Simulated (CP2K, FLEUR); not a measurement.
A CP2K input for a self-consistent single point of CaZn2P2 (P-3m1, 5 atoms in the cell) (DFT PBEsol, GPW, DZVP-MOLOPT-SR-GTH basis, GTH-PBE potentials (GTH_POTENTIALS)):

```
&GLOBAL
  PROJECT calc
  RUN_TYPE ENERGY_FORCE
  PRINT_LEVEL LOW
&END GLOBAL
&FORCE_EVAL
  METHOD Quickstep
  STRESS_TENSOR ANALYTICAL
  &DFT
    BASIS_SET_FILE_NAME BASIS_MOLOPT
    POTENTIAL_FILE_NAME GTH_POTENTIALS
    &QS
      METHOD GPW
      EPS_DEFAULT 1E-10
    &END QS
    &MGRID
      CUTOFF 600
      REL_CUTOFF 50
      NGRIDS 5
    &END MGRID
    &SCF
      SCF_GUESS ATOMIC
      EPS_SCF 1E-6
      MAX_SCF 100
      ADDED_MOS 8
      &DIAGONALIZATION
        ALGORITHM STANDARD
      &END DIAGONALIZATION
      &MIXING
        METHOD BROYDEN_MIXING
        ALPHA 0.3
        NBUFFER 10
        BETA 1
      &END MIXING
      &SMEAR ON
        METHOD FERMI_DIRAC
        ELECTRONIC_TEMPERATURE [K] 580.23
      &END SMEAR
    &END SCF
    &KPOINTS
      SCHEME MONKHORST-PACK 8 8 4
      GAMMA_CENTERED T
    &END KPOINTS
    &XC
      &XC_FUNCTIONAL
        &PBE
          PARAMETRIZATION PBESOL
        &END PBE
      &END XC_FUNCTIONAL
    &END XC
    &PRINT
      &MO
        EIGENVALUES T
        OCCUPATION_NUMBERS T
        NDIGITS 8
        FILENAME mo
        &EACH
          QS_SCF 0
        &END EACH
        ADD_LAST NUMERIC
      &END MO
      &MULLIKEN OFF
      &END MULLIKEN
    &END PRINT
  &END DFT
  &SUBSYS
    &CELL
      A 4.01543000 0.00000000 0.00000000
      B -2.00771500 3.47746400 0.00000000
      C 0.00000000 0.00000000 6.81288000
      PERIODIC XYZ
    &END CELL
    &COORD
      Ca       0.00000000     0.00000000     0.00000000
      Zn      -0.00000201     2.31831049     4.31446065
      Zn       2.00771701     1.15915351     2.49841935
      P        2.00771701     1.15915351     5.01598290
      P       -0.00000201     2.31831049     1.79689710
    &END COORD
    &KIND Ca
      BASIS_SET DZVP-MOLOPT-SR-GTH-q10
      POTENTIAL GTH-PBE-q10
    &END KIND
    &KIND Zn
      BASIS_SET DZVP-MOLOPT-SR-GTH-q12
      POTENTIAL GTH-PBE-q12
    &END KIND
    &KIND P
      BASIS_SET DZVP-MOLOPT-SR-GTH-q5
      POTENTIAL GTH-PBE-q5
    &END KIND
  &END SUBSYS
  &PRINT
    &FORCES ON
    &END FORCES
    &STRESS_TENSOR ON
    &END STRESS_TENSOR
  &END PRINT
&END FORCE_EVAL
```

Problem. Translate this input to FLEUR.

Solution. This is the input that was run; spellings and numerical settings could be chosen otherwise.

Input of the input generator:

```
Ca(ZnP)2 crystal
&input film=f /
7.5880625502 0.0000000980 0.0000000000
-3.7940313600 6.5714548850 0.0000000000
0.0000000000 0.0000000000 12.8744773199
1.0
1.0 1.0 1.0

5
20 0.0000000000 0.0000000000 0.0000000000
30 0.3333333333 0.6666666667 0.6332800000
30 0.6666666667 0.3333333333 0.3667200000
15 0.6666666667 0.3333333333 0.7362500000
15 0.3333333333 0.6666666667 0.2637500000

&comp jspins=1 /
&exco xctyp='PBEs' /
&kpt div1=8 div2=8 div3=4 gamma=t /
&end /
```

```xml
<?xml version="1.0" encoding="UTF-8" standalone="no"?>
<fleurInput fleurInputVersion="0.39">
   <comment>
      Ca(ZnP)2 crystal                                                                                    
   </comment>
   <calculationSetup>
      <cutoffs Kmax="3.9" Gmax="15.6" GmaxXC="15.6" numbands="0"/>
      <scfLoop itmax="60" minDistance="0.00001" maxIterBroyd="40" imix="Anderson" alpha="0.05" precondParam="0.0" spinf="2.0"/>
      <coreElectrons ctail="T" frcor="F" kcrel="0" coretail_lmax="0"/>
      <xcFunctional name="PBEs" relativisticCorrections="F"/>
      <magnetism jspins="1"/>
      <soc l_soc="F" theta="0.0" phi="0.0" spav="F"/>
      <expertModes spex="0" secvar="F"/>
      <geometryOptimization l_f="T" forcealpha="1.0" forcemix="BFGS" epsdisp="0.00001" epsforce="0.00001"/>
      <ldaU l_linMix="F" mixParam="0.05" spinf="1.0"/>
   </calculationSetup>
   <cell>
      <bzIntegration valenceElectrons="44.0" mode="hist" fermiSmearingEnergy="0.00183747">
         <kPointListSelection listName="default-1"/>
         <!-- k-points included here -->
         <xi:include xmlns:xi="http://www.w3.org/2001/XInclude" href="kpts.xml"> </xi:include>
      </bzIntegration>
      <!-- symmetry operations included here -->
      <xi:include xmlns:xi="http://www.w3.org/2001/XInclude" href="sym.xml"> </xi:include>
      <bulkLattice scale="1.0">
         <bravaisMatrix>
            <row-1>    7.5880625502000001     0.0000000980000000     0.0000000000000000</row-1>
            <row-2>   -3.7940313600000000     6.5714548849999996     0.0000000000000000</row-2>
            <row-3>    0.0000000000000000     0.0000000000000000    12.8744773199000004</row-3>
         </bravaisMatrix>
      </bulkLattice>
   </cell>
   <atomSpecies>
      <species name="Calcium (Ca)" element="Ca" atomicNumber="20">
         <mtSphere radius="2.68" gridPoints="925" logIncrement="0.013"/>
         <atomicCutoffs lmax="10" lnonsphr="8"/>
         <electronConfig flipSpins="F">
            <coreConfig>(1s1/2) (2s1/2) (2p1/2) (2p3/2)</coreConfig>
            <valenceConfig>(3s1/2) (3p1/2) (3p3/2) (4s1/2)</valenceConfig>
         </electronConfig>
         <energyParameters s="4" p="4" d="3" f="4"/>
         <lo type="SCLO" l="0" n="3" eDeriv="0"/>
         <lo type="SCLO" l="1" n="3" eDeriv="0"/>
      </species>
      <species name="Zinc (Zn)" element="Zn" atomicNumber="30">
         <mtSphere radius="2.59" gridPoints="893" logIncrement="0.014"/>
         <atomicCutoffs lmax="10" lnonsphr="8"/>
         <electronConfig flipSpins="F">
            <coreConfig>(1s1/2) (2s1/2) (2p1/2) (2p3/2) (3s1/2) (3p1/2) (3p3/2)</coreConfig>
            <valenceConfig>(4s1/2) (3d3/2) (3d5/2)</valenceConfig>
         </electronConfig>
         <energyParameters s="4" p="4" d="3" f="4"/>
      </species>
      <species name="Phosphorous (P)" element="P" atomicNumber="15">
         <mtSphere radius="1.68" gridPoints="583" logIncrement="0.019"/>
         <atomicCutoffs lmax="6" lnonsphr="4"/>
         <electronConfig flipSpins="F">
            <coreConfig>(1s1/2) (2s1/2) (2p1/2) (2p3/2)</coreConfig>
            <valenceConfig>(3s1/2) (3p1/2) (3p3/2)</valenceConfig>
            <stateOccupation state="(3p1/2)" spinUp="0.5" spinDown="0.5"/>
            <stateOccupation state="(3p3/2)" spinUp="1.0" spinDown="1.0"/>
         </electronConfig>
         <energyParameters s="3" p="3" d="3" f="4"/>
      </species>
   </atomSpecies>
   <atomGroups>
      <atomGroup species="Calcium (Ca)">
         <relPos label="                   1">.0000000000 .0000000000 .0000000000</relPos>
         <force calculate="T" relaxXYZ="TTT"/>
      </atomGroup>
      <atomGroup species="Zinc (Zn)">
         <relPos label="                   2">1.000/3.000 -1.000/3.000 -.3667200000</relPos>
         <relPos label="                   3">-1.000/3.000 1.000/3.000 .3667200000</relPos>
         <force calculate="T" relaxXYZ="TTT"/>
      </atomGroup>
      <atomGroup species="Phosphorous (P)">
         <relPos label="                   4">-1.000/3.000 1.000/3.000 -.2637500000</relPos>
         <relPos label="                   5">1.000/3.000 -1.000/3.000 .2637500000</relPos>
         <force calculate="T" relaxXYZ="TTT"/>
      </atomGroup>
   </atomGroups>
   <output dos="F" band="F" slice="F">
      <checks vchk="F" cdinf="F"/>
      <bandDOS minEnergy="-.5*Htr" maxEnergy="0.5*Htr" sigma="0.015" storeEVData="T"/>
      <vacuumDOS vacdos="F" integ="F" star="F" nstars="0" locx1="0.0" locy1="0.0" locx2="0.0" locy2="0.0" nstm="0" tworkf="0.0"/>
      <unfoldingBand unfoldBand="F" supercellX="1" supercellY="1" supercellZ="1"/>
      <plotting iplot="0" polar="F">
         <plot TwoD="T" vec1="  1.0  0.0  0.0" vec2="  0.0  1.0  0.0" vec3="  0.0  0.0  1.0" zero="  0.0  0.0  0.0" file="plot"/>
      </plotting>
      <chargeDensitySlicing numkpt="0" minEigenval="0.0" maxEigenval="0.0" nnne="0" pallst="F"/>
      <specialOutput eonly="F"/>
      <magneticCircularDichroism mcd="F" energyLo="-10.0" energyUp="0.0"/>
   </output>
  <!-- We include the file relax.xml here to enable relaxations (see documentation) -->
  <xi:include xmlns:xi="http://www.w3.org/2001/XInclude" href="relax.xml"> <xi:fallback/> </xi:include>
</fleurInput>
```

Basis, cutoffs, solver keys and any potentials are the target program's own. This input uses DFT, PBEsol, all-electron FLAPW (FLEUR), scalar-relativistic valence.

The starting cell comes from a database of computed structures (which also holds hypothetical and non-ambient phases and stackings), without a prior relaxation at this level.
